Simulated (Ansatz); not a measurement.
System: Sr2TaNO3 (Immm, No. 71, 7 atoms in the cell; start mp-1218704). Method: HSE06+SOC (plane waves, PAW; Ansatz, a first-principles code).

Numerical settings: plane-wave cutoff 460 eV, 8×8×8 k mesh, Fermi–Dirac smearing 0.01 eV, PAW data made under PBE.

Cell (relaxed with PBEsol):

```cif
data_N2O6Sr4Ta2
_chemical_formula_sum 'Sr4 Ta2 N2 O6'
_space_group_name_H-M_alt 'Immm'
_space_group_IT_number 71
_space_group_name_Hall '-I 2 2'
_cell_length_a 3.99145
_cell_length_b 4.05028
_cell_length_c 12.55154
_cell_angle_alpha 90.000
_cell_angle_beta 90.000
_cell_angle_gamma 90.000
loop_
_atom_site_label
_atom_site_type_symbol
_atom_site_symmetry_multiplicity
_atom_site_Wyckoff_symbol
_atom_site_fract_x
_atom_site_fract_y
_atom_site_fract_z
_atom_site_occupancy
Sr1 Sr 4 i 0.00000 0.00000 0.35525 1
Ta1 Ta 2 a 0.00000 0.00000 0.00000 1
N1 N 2 d 0.00000 0.50000 0.00000 1
O1 O 4 i 0.00000 0.00000 0.16144 1
O2 O 2 b 0.50000 0.00000 0.00000 1
```
(The calculation used a cell of 7 atoms; values per cell refer to that cell.)

Q: Give the computed band gap.

A: 
band gap: 1.79 eV (on the SCF k mesh) (direct)

Note: cell and atoms aren't relaxed at this level (largest force component 0.22 eV/Å, pressure 1.0 GPa).

Computing time: very roughly 2.4 core-hours.

A start named mp-… is a Materials Project structure, which need not be a measured phase.
